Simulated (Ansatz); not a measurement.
TiO2 with two functionals, Ti → Sn

The parent structure is TiO$_{2}$ in the rutile structure (space group P4_2/mnm, No. 136; a = 4.644 Å, c = 2.964 Å).

(Cell as relaxed with PBE.)

Levels (all Ansatz, an electronic-structure program, PAW, earlier PAW set): PBE (420 eV, no SOC); PBEsol (420 eV, scalar-relativistic without spin-orbit coupling).

Each level relaxes its own structure.

```
base                      PBE    PBEsol
-------------------  --------  --------
volume per atom      10.65 Å³  10.33 Å³
lattice parameter a   4.644 Å   4.592 Å
band gap              1.86 eV   1.87 eV
```

It is then changed as follows: Sn takes the place of Ti on all its sites, then cell and atoms are relaxed.

```tsv
quantity	PBE	PBEsol
valence-band top at Γ (three highest levels, from the VBM)	0.00, -0.73, -0.73 eV	0.00, -0.77, -0.77 eV
band gap	0.68 eV	0.92 eV
lattice parameter a	4.828 Å	4.769 Å
shift of the gap caused by the change	-1.18 eV	-0.95 eV
```

PBE's band gap lies 0.24 eV below PBEsol's; PBE's lattice parameter a lies 0.059 Å above PBEsol's (1.2 %); PBE's shift of the gap caused by the change lies 0.23 eV below PBEsol's. Neither level is exact; PBEsol is the comparison here, not a measurement.

Stability against distortions was not tested. All final runs are without spin polarisation.
